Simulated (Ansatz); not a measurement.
**ZnSe under a change: Zn → Cd**

Base system: ZnSe in the zinc blende structure (space group F-43m, No. 216; a = 5.634 Å).

It is then changed as follows: every Zn is replaced by Cd, then cell and atoms are relaxed.

Calculations: plane-wave PAW DFT at the PBEsol level (Ansatz, a first-principles code, 420 eV), no spin-orbit coupling. Settings: 9×9×9 k-points, 0.05 eV Fermi–Dirac smearing, for the changed cell.

```json
{
  "volume_per_atom": "28.12 Å³ (base 22.35 Å³)",
  "density": "5.65 g/cm³ (base 5.36 g/cm³)",
  "lattice_parameter_a": "11.493 bohr (base 10.646 bohr)",
  "space_group": "F-43m (No. 216) (base F-43m (No. 216))",
  "shortest_interatomic_distance": "4.977 bohr (base 4.610 bohr)",
  "band_gap": "0.48 eV (base 1.24 eV)",
  "gap_character": "direct at Γ (base direct at Γ)",
  "width_of_the_top_valence_band": "2.25 eV (base 2.79 eV)",
  "electron_mass": "0.049 mₑ (at Γ) (base 0.091 mₑ (at Γ))"
}
```

Effective masses come from finite differences of ±0.01 Å⁻¹. Stability against distortions was not tested.
